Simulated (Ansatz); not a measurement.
The starting structures come from a database of crystals and need not be the phases stable at ambient conditions.

Tunnelling through a barrier is set by its complex band structure: the current falls as exp(−2κd) with the smallest κ.

```yaml
crystal:
  lattice:
    - [3.18832, 0.00000, 0.00000]
    - [0.00000, 5.29007, 0.00000]
    - [1.59416, 0.00000, 2.76117]
  atoms:
    - { symbol: B, position: [0.66667, 0.49959, 0.66667] }
    - { symbol: B, position: [0.33333, 0.99959, 0.33333] }
    - { symbol: P, position: [0.66667, 0.12541, 0.66667] }
    - { symbol: P, position: [0.33333, 0.62541, 0.33333] }
```

The cell is taken as given.

Transport runs along the normal of the first two printed cell vectors, the (100) plane of the conventional cell.

The gap is the functional's own, uncorrected, and κ follows it; spin-orbit coupling is left out. Mid-gap means the computed energy nearest the middle.

**Question.** Predict the band gap and the smallest decay constant κ at mid-gap from r2SCAN (Ansatz, an electronic-structure program).

**Answer.** Gap 1.18 eV on a 12×6×12 mesh; κ = 0.165 1/Å, at the zone centre.
